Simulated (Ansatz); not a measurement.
Calculation: PBE (plane waves to 420 eV, PAW; Ansatz, a quantum-chemistry and plane-wave program).

Electrostatic potential energy of an electron, averaged over planes parallel to the surface, in eV from the Fermi level, for a constructed model of the (111) surface of fcc Rh, p(2x2) surface alloy, Si on one Rh site of the top plane (bottom of the slab: a bare face, its two planes held):

(z (Å), V (eV)): (4.01, 5.17); (4.30, 5.16); (4.58, 5.16); (4.87, 5.16); (5.16, 5.15); (5.44, 5.13); (5.73, 5.09); (6.02, 5.00); (6.30, 4.81); (6.59, 4.41); (6.88, 3.55); (7.16, 1.67); (7.45, -3.40); (7.73, -13.65); (8.02, -22.95); (8.31, -25.37); (8.59, -19.55); (8.88, -9.04); (9.17, -1.42); (9.45, -0.72); (9.74, -6.55); (10.03, -17.16); (10.31, -24.79); (10.60, -24.81); (10.89, -17.21); (11.17, -6.67); (11.46, -1.03); (11.74, -2.12); (12.03, -10.19); (12.32, -20.53); (12.60, -25.75); (12.89, -22.82); (13.18, -13.36); (13.46, -3.69); (13.75, -0.45); (14.04, -3.35); (14.32, -12.78); (14.61, -22.42); (14.90, -25.74); (15.18, -20.86); (15.47, -10.61); (15.76, -2.20); (16.04, -0.57); (16.33, -5.22); (16.61, -15.54); (16.90, -24.06); (17.19, -25.36); (17.47, -18.73); (17.76, -8.21); (18.05, -1.66); (18.33, -2.18); (18.62, -9.34); (18.91, -18.63); (19.19, -23.19); (19.48, -20.33); (19.77, -11.60); (20.05, -2.61); (20.34, 1.79); (20.62, 3.50); (20.91, 4.28); (21.20, 4.65); (21.48, 4.82); (21.77, 4.90); (22.06, 4.94); (22.34, 4.96); (22.63, 4.96); (22.92, 4.97); (23.20, 4.97); (23.49, 4.97)

Model: 24-atom slab, 11.0 Å thick at the start, 8x8x1 mesh, Fermi-Dirac 0.1 eV, dipole correction, 8 atoms held, the rest relaxed; start symmetry kept, larger cells not searched; no spin, no spin-orbit, no U. It is one candidate, not shown to be the stable structure of the face.

The vacuum level lies 4.97 eV above the Fermi level over the top face and 5.17 eV above it under the bottom face.
